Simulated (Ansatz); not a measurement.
# A computed series for ZrSe2: pressure series

The parent structure is ZrSe₂ in the CdI2 type structure (space group P-3m1, No. 164; a = 3.662 Å, c = 5.842 Å; layered, stacked along the Cartesian z axis).

Cell and atoms are relaxed at each pressure.

The values are results of Ansatz (a first-principles code) PBEsol-D3(BJ), no spin-orbit coupling, not measurements.

```csv
case,lattice parameter a,c/a ratio
base,3.662 Å,1.595
pressure −2 GPa,3.711 Å,1.620
pressure −1 GPa,?,?
pressure 1.8 GPa,3.624 Å,1.589
pressure 4.2 GPa,3.578 Å,1.590
pressure 9 GPa,3.499 Å,1.601
pressure 18 GPa,3.376 Å,1.636
pressure 30 GPa,3.251 Å,1.684
pressure 45 GPa,3.129 Å,1.742
pressure 60 GPa,3.044 Å,1.781
```

Some entries are withheld; estimate them.


- pressure −1 GPa, lattice parameter a: 3.685 Å
- pressure −1 GPa, c/a ratio: 1.604

Load acts through the strain it causes; cell and atoms are relaxed under it. Stability against distortions was not tested. Competing high-pressure phases were not computed. All final runs are without spin polarisation.
